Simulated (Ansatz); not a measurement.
Band structure of YHg2 (P6/mmm, 3 atoms in the cell).

```
CELL_PARAMETERS angstrom
      4.80153     0.00000     0.00000
     -2.40077     4.15825     0.00000
      0.00000     0.00000     3.43464
ATOMIC_POSITIONS crystal
  Y  0.00000 0.00000 0.00000
  Hg 0.33333 0.66667 0.50000
  Hg 0.66667 0.33333 0.50000
```

Method of the run: PBEsol, PAW files made with PBE (plane waves; Ansatz, a quantum-chemistry and plane-wave program).

Settings: basis.ecutwfc = 420 eV; kpoints.mp_grid.grid = 9 9 11; hamiltonian.xc = pbesol; hamiltonian.pseudopotentials = {kind: paw} (the program's default PAW files); scf.occupations.method = fermi_dirac; scf.occupations.width = 0.136 eV; kpoints.band_path.npoints = 8.

The starting cell comes from a database of computed structures (which also holds hypothetical and non-ambient phases and stackings), without a prior relaxation at this level. Its lattice was rescaled by a random factor within 2.5 % of one. Spin-orbit coupling is off.

Levels in eV from the Fermi level, bands 23 to 30:
| point | 23 | 24 | 25 | 26 | 27 | 28 | 29 | 30 |
|---|---|---|---|---|---|---|---|---|
| Γ | -6.79 | -0.98 | -0.98 | -0.17 | 0.44 | 3.49 | 3.49 | 4.64 |
| M | -5.91 | -5.44 | -0.67 | -0.44 | 1.59 | 2.06 | 2.47 | 3.59 |
| K | -5.34 | -5.34 | -3.44 | 0.61 | 2.05 | 2.05 | 3.01 | 3.01 |
| A | -5.06 | -3.61 | 1.05 | 1.05 | 2.43 | 2.43 | 2.97 | 3.25 |
| L | -4.53 | -3.05 | -1.46 | -0.85 | -0.82 | 2.84 | 3.02 | 3.94 |
| H | -4.23 | -4.23 | -0.82 | -0.82 | -0.50 | 2.97 | 3.53 | 3.53 |

Bands cross the Fermi level along this path, so the cell is metallic at this level.

Keys are those of Ansatz 0.2.
